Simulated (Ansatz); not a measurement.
# BaBiO$_{3}$ (space group C2/m, No. 12)

```cif
data_Ba2Bi2O6
_chemical_formula_sum 'Ba2 Bi2 O6'
_space_group_name_H-M_alt 'P 1'
_space_group_IT_number 1
_cell_length_a 6.11523
_cell_length_b 6.11523
_cell_length_c 6.18442
_cell_angle_alpha 120.001
_cell_angle_beta 120.001
_cell_angle_gamma 60.098
loop_
_space_group_symop_operation_xyz
  'x, y, z'
loop_
_atom_site_label
_atom_site_type_symbol
_atom_site_fract_x
_atom_site_fract_y
_atom_site_fract_z
_atom_site_occupancy
Ba1 Ba 0.75124 0.75124 0.26008 1
Ba2 Ba 0.24876 0.24876 0.73992 1
Bi1 Bi 0.00000 0.00000 0.00000 1
Bi2 Bi 0.50000 0.50000 0.50000 1
O1 O 0.78852 0.30129 0.30558 1
O2 O 0.21148 0.69871 0.69442 1
O3 O 0.69871 0.21148 0.69442 1
O4 O 0.30129 0.78852 0.30558 1
O5 O 0.74029 0.74029 0.82021 1
O6 O 0.25971 0.25971 0.17979 1
```

Computed with PBEsol (Ansatz, a quantum-chemistry and plane-wave program; PAW; 420 eV plane waves; no SOC). Settings: 7×7×7 k-points, 0.05 eV Fermi–Dirac smearing.

```yaml
volume_per_atom: 16.37 Å³
density: 8.00 g/cm³
band_gap: zero
total_energy: -3957.790 eV/atom (σ→0; compares only within this code and set-up)
```

With Bi present, leaving out spin-orbit coupling can change the band edges. Whether these cells are dynamically stable was not tested. All final runs are without spin polarisation. Gaps under 0.05 eV, about the width of the smearing, are given as zero. A zero or small gap of BaBiO3 can be the functional's error rather than a property of the material.
